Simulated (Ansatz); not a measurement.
# Response to strain in hypothetical CdI2 type SiO2

The parent structure is SiO₂ in the CdI2 type structure (space group P-3m1, No. 164; a hypothetical phase, not in the database extracts checked; layered, stacked along the Cartesian z axis).

```
SiO2
1.0
    2.67027     0.00000     0.00000
   -1.33513     2.31252     0.00000
    0.00000     0.00000     4.54215
Si O
1 2
Direct
  0.00000   0.00000   0.00000
  0.66667   0.33333   0.19876
  0.33333   0.66667   0.80124
```

Strains are applied to the cell and any free atomic positions relax.

Calculations: r2SCAN+rVV10, PAW, 500 eV (Ansatz, a first-principles code; without spin-orbit coupling).

Notes on the quantities. energy relative to the base: free energy F.

| isotropic strain (%) | energy relative to the base (meV/atom) |
|---|---|
| -0.76 | 2.5 |
| -0.36 | 0.6 |
| 0 | 0.0 |
| 1.85 | 13.6 |
| 2.53 | ? |
| 2.96 | 33.8 |

Task: Fit ΔE = Aε² + Bε³ (ε in %) to the rows shown and predict the withheld row.

Result: Least squares on the printed values gives A = 4.19 and B = -0.11 meV/atom (largest residual 0.1 meV/atom); this predicts 25.0 meV/atom, and the run gives 25.0 meV/atom, in agreement.

Whether these cells are dynamically stable was not tested.
